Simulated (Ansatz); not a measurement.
# Effect of O interstitial (started 1.75 Å from the nearest host atom) on BaTiO3

The reference is a 15-atom supercell of BaTiO3 (space group P4mm, No. 99; a = 3.955 Å, c = 4.044 Å) at its relaxed geometry.

One thing is altered: a neutral O interstitial (started 1.75 Å from the nearest host atom), atoms relaxed at fixed cell, starting from a slightly rattled geometry.

Method: PBEsol (Ansatz, an electronic-structure program; PAW; 420 eV plane waves; scalar-relativistic without spin-orbit coupling). k-mesh 4×5×5 (Γ-centred); smearing 0.01 eV (Fermi–Dirac).

```json
{
  "pressure": "10.6 GPa (base 0.0 GPa)",
  "largest_displacement_of_a_host_atom_from_its_site_in_the_perfect_cell": "0.34 Å",
  "final_site_of_the_added_atom": "1 O at 1.42 Å and 1 Ti at 1.87 Å and 2 Ba at 2.41–2.47 Å"
}
```

The magnetic state is the one reached from the starting moments; the real material's order can differ, and small cells can't hold many antiferromagnetic ones. The cell is small, so the values are those of an ordered compound at a high defect concentration; dilute-limit values will differ. Seeded moments were not kept for O interstitial (started 1.75 Å from the nearest host atom). Spin-polarised in the final run: O interstitial (started 1.75 Å from the nearest host atom); the other runs are not. The defect cell is spin-polarised and ends with 0.0 μB.
